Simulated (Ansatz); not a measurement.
Surface energy of faces of monoclinic ZrO2 in PBE and in LDA, in Ansatz (plane waves, PAW). Symmetric slabs relaxed with PBE from ideal cuts in 1x1 cells (the lowest computed cut and spin start of each face; real faces may reconstruct in larger cells); LDA values are single points on them, with the bulk at the same level. No spin-orbit coupling, no U.

| face | PBE (J/m²) | LDA (J/m²) |
|---|---|---|
| (001) | 1.25 | 1.84 |
| (010) | 2.19 | 2.59 |
| (011) | 1.30 | 1.63 |
| (10-1) | 1.22 | 1.60 |
| (100) | 1.41 | 1.78 |
| (101) (2 O–Zr bonds broke) | 1.36 | ? |
| (11-1) | 0.92 | 1.32 |
| (110) | 1.18 | 1.52 |
| (111) | 1.09 | 1.53 |

Task: Fit a straight line y = a·x + b by least squares to the 8 complete rows (x: PBE (J/m²); y: LDA (J/m²)).

Result: the means are x̄ = 1.3200 and ȳ = 1.7263; Σ(x − x̄)² = 1.0128 and Σ(x − x̄)(y − ȳ) = 0.99940, so a = 0.987 and b = ȳ − a·x̄ = 0.424. The largest residual is 0.183.

Task: What does the line predict for the withheld row, (101) (2 O–Zr bonds broke), and what did the calculation give?

Result: the line gives 1.77; the calculation gave 1.82, a miss of 0.05, of the size of the fitted rows' scatter and rounding.

Ansatz is a quantum-chemistry and plane-wave program.
